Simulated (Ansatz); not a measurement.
Consider the following.

End structure of the (100) surface of rock-salt TiN, B on half the N sites of the top plane, c(2x2) (bottom of the slab: a bare face, its two planes held):

```xyz
24
Lattice="3.0030 3.0030 0.0000 -3.0030 3.0030 0.0000 0.0000 0.0000 27.0000" Properties=species:S:1:pos:R:3 pbc="T T T"
N      0.0000     0.0000     8.1719
N      0.0000     3.0030     8.1719
Ti     1.5015     1.5015     8.1719
Ti    -1.5015     1.5015     8.1719
N      1.5015     1.5015    10.2953
N     -1.5015     1.5015    10.2953
Ti     0.0000     0.0000    10.2953
Ti     0.0000     3.0030    10.2953
N      0.0000     0.0000    12.4253
N      0.0000     3.0030    12.4253
Ti     1.5015     1.5015    12.4109
Ti    -1.5015     1.5015    12.4211
N      1.5015     1.5015    14.5253
N     -1.5015     1.5015    14.5218
Ti     0.0000     0.0000    14.5637
Ti     0.0000     3.0030    14.5637
N      0.0000     0.0000    16.6890
N      0.0000     3.0030    16.6890
Ti     1.5015     1.5015    16.6311
Ti    -1.5015     1.5015    16.6464
B      1.5015     1.5015    18.9640
N     -1.5015     1.5015    18.7861
Ti     0.0000     0.0000    18.7157
Ti     0.0000     3.0030    18.7157
```

Slab: 24 atoms, 10.7 Å thick at the start with caps and adatoms (thin: gaps and levels are the slab's own); k 9x9x1, smearing 0.1 eV, dipole-corrected; 8 atoms held, the rest relaxed; symmetry of the start imposed; no spin, no spin-orbit, no U. It is one candidate, not shown to be the stable structure of the face.

Q: Estimate the work function of the top face that PBE in Ansatz (a program for electronic structure) returns for this input.

A: 4.09 eV
